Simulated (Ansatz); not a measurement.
What uniaxial strain ε_zz = +3.00 % does to BN

Consider BN in the zinc blende structure (space group F-43m, No. 216; a = 3.6057 Å). Axes: x, y, z lie along the cube axes.

Now apply this change: the cell is stretched by 3.00 % along z with no lateral relaxation, atoms relaxed at fixed cell.

The values are results of PBEsol in Ansatz (plane waves to 420 eV, PAW, spin-orbit coupling left out), not measurements. Settings: 16×16×16 k-points, 0.05 eV Fermi–Dirac smearing.

```json
[
 {"quantity": "volume per atom", "base": "5.86 Å³", "changed": "6.04 Å³", "shift": "+0.18 Å³"},
 {"quantity": "space group", "base": "F-43m (No. 216)", "changed": "I-4m2 (No. 119)", "shift": "–"},
 {"quantity": "shortest interatomic distance", "base": "1.561 Å", "changed": "1.577 Å", "shift": "+0.016 Å"},
 {"quantity": "energy relative to the base (free energy F)", "base": "0 meV/atom", "changed": "+13 meV/atom", "shift": "+13 meV/atom"},
 {"quantity": "pressure (mean of the normal stresses, compression positive)", "base": "0.00 GPa", "changed": "-10.80 GPa", "shift": "-10.80 GPa"},
 {"quantity": "band gap", "base": "4.30 eV", "changed": "4.00 eV", "shift": "-0.294 eV"},
 {"quantity": "gap character", "base": "–", "changed": "indirect, Γ → X", "shift": "–"},
 {"quantity": "smallest direct gap", "base": "8.81 eV", "changed": "8.51 eV", "shift": "-0.30 eV"},
 {"quantity": "electron mass", "base": "0.89 mₑ along k, 0.29 mₑ across (at X)", "changed": "0.88 mₑ along k, 0.30 mₑ across (at X)", "shift": "–"},
 {"quantity": "valence-band top at Γ (three highest levels, from the VBM)", "base": "0.00, 0.00, 0.00 eV", "changed": "0.00, 0.00, -0.30 eV", "shift": "–"},
 {"quantity": "valley order (the lowest conduction-band minima on the path, energy above the VBM, named in the base's zone)", "base": "X along ⟨100⟩ 4.30 eV", "changed": "X along [010] 4.00 eV; X along [001] 4.51 eV", "shift": "–"},
 {"quantity": "stress (xx, yy, zz, yz, xz, xy; compression positive)", "base": "–", "changed": "(-4.70, -4.70, -22.99, 0.00, 0.00, 0.00) GPa", "shift": "–"}
]
```

Cost of the whole job for the changed cell (relaxation, final SCF and bands): about 11 core-seconds (a rough figure).

Effective masses come from finite differences of ±0.01 Å⁻¹. Along k means along the line from Γ to the band edge. Whether these cells are dynamically stable was not tested. k-point labels follow each cell's own Brillouin zone.

Ansatz is an electronic-structure program.
